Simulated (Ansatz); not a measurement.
Take TiO2 in the rutile structure (space group P4_2/mnm, No. 136) as the base.

```cif
data_O4Ti2
_chemical_formula_sum 'Ti2 O4'
_space_group_name_H-M_alt 'P42/mnm'
_space_group_IT_number 136
_space_group_name_Hall '-P 4n 2n'
_cell_length_a 4.59673
_cell_length_b 4.59673
_cell_length_c 2.95369
_cell_angle_alpha 90.000
_cell_angle_beta 90.000
_cell_angle_gamma 90.000
loop_
_atom_site_label
_atom_site_type_symbol
_atom_site_symmetry_multiplicity
_atom_site_Wyckoff_symbol
_atom_site_fract_x
_atom_site_fract_y
_atom_site_fract_z
_atom_site_occupancy
Ti1 Ti 2 a 0.00000 0.00000 0.00000 1
O1 O 4 f 0.30461 0.30461 0.00000 1
```

Computed with r2SCAN in Ansatz (plane waves to 500 eV, PAW, no spin-orbit coupling).

Before the change:

| Property | Result |
|---|---|
| Valence-band top at Γ | 0.00, -0.48, -0.48 eV |

Modification: an isotropic linear strain of +0.96 %; the atoms relax in the strained cell.

Q: Predict the new mean gap deformation potential ΔEg/Δln V.

A: The mean gap deformation potential ΔEg/Δln V comes out as -1.2 eV.

Q: What happens to the valence-band top at Γ?

A: The valence-band top at Γ (three highest levels, from the VBM) goes from 0.00, -0.48, -0.48 eV to 0.00, -0.45, -0.45 eV.

Q: What happens to the energy relative to the base?

A: The energy increases by 6.2 meV/atom.

No phonon test of stability was made. All final runs are without spin polarisation.

Ansatz is a quantum-chemistry and plane-wave program.
